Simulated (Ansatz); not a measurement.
**Pd: stress against strain**

Pd (fcc, Fm-3m, 14.171 Å³/atom and stress up to 0.01 GPa in the relaxed cell, cube axes along x, y and z) under a strain ε along a cube axis (axis z), the other axes held. LDA in Ansatz, a plane-wave DFT program (PAW, default set), 420 eV, 29×29×29 Γ-centred mesh, Fermi-Dirac smearing 0.10 eV. Stress is positive for a compressed cell.

Here s stands for strain and y for stress zz.

```
strain (%)  stress zz (GPa)
----------  ---------------
-1.50                  4.29
-1.00                  2.82
-0.50                  1.39
0.00                   0.00
0.50                  -1.35
1.00                  -2.65
1.50                  -3.92
3.00                      ?
```

The 7 complete rows are fitted with a straight line, y against s. Means: s 0, y 0.083. About the means, the sum of products is -19.155 and the sum of squares of s is 7.0000; the slope is their ratio. Least squares gives y = 0.083 - 2.7364·s. Residuals (row less fit): 0.102, 0.001, -0.061, -0.083, -0.065, 0.003, 0.102; standard error 0.084 (degrees of freedom: 5). The slope gives the elastic constant C11 = about 270 GPa.

Q: Estimate the missing y (s = 3.00); what did the run itself give?

A: y = 0.083 - 2.7364 × 3.0 = -8.126 GPa. The calculation gives -7.48 GPa, 0.646 GPa above the prediction (5.5 % of the range of y in the table). The row lies outside the fitted rows, so this is an extrapolation. From the scatter of the fitted rows alone, a prediction at this place has a standard error of 0.132 GPa, so the miss is 4.9 times that.

A polynomial of degree 2 through the 12 other runs of the series gives -7.47 there, so most of the miss is curvature that the fit leaves out. In a metal these values are sensitive to mesh and smearing; energies are taken to zero smearing, stresses follow the free energy. The runs aren't spin-polarised. Rows are the converged runs of the series near zero and its far end; series whose fitted rows scatter by over a few per cent of the range, as at a crossing or softening among them, aren't shown in this form, nor equations of state whose B0' disagrees with the runs' pressures. Most that stay on the fit to the last digits aren't either.
